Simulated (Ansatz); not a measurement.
The starting structures come from a database of crystals and need not be the phases stable at ambient conditions.

Tunnelling through a barrier is set by its complex band structure: the current falls as exp(−2κd) with the smallest κ.

Here is the system:

```xyz
16
Lattice="4.8285 0.0000 0.0000 0.0000 8.3955 -0.0325 0.0000 2.8905 10.8841" Properties=species:S:1:pos:R:3 pbc="T T T"
Cu     4.1491     5.4599     2.6981
Cu     0.6794     5.8262     8.1534
Cu     1.7349     8.5787     2.6951
Cu     3.0936     2.7073     8.1564
Te     4.8375     9.7730     9.3931
Te    -0.0090     1.5131     1.4584
Te     2.4232     7.1561     6.8842
Te     2.4052     4.1299     3.9673
Te     1.0613     4.0807     1.4706
Te     3.7672     7.2053     9.3809
Te     3.4755     1.5623     3.9552
Te     1.3530     9.7238     6.8964
Br     4.3138     4.2429     6.6617
Br     0.5146     7.0431     4.1899
Br     1.8996     4.2906     9.6482
Br     2.9289     6.9955     1.2034
```

Space group of this cell: P2_1/c. The cell was relaxed by PBE-D3(BJ); by r2SCAN its mean pressure is 1.2 GPa.

Transport runs along the normal of the first two printed cell vectors.

No gap correction and no spin-orbit coupling; mid-gap values are interpolated between computed energies.

Q: Predict the band gap and the smallest decay constant κ at mid-gap from r2SCAN (Ansatz, a first-principles code).

A: Gap 0.70 eV on a 6×4×4 mesh; κ = 0.158 1/Å, at (0.500, 0.500) of the in-plane reciprocal vectors. At the zone centre, at the nearest computed energy, the slowest state has κ = 0.20 1/Å.
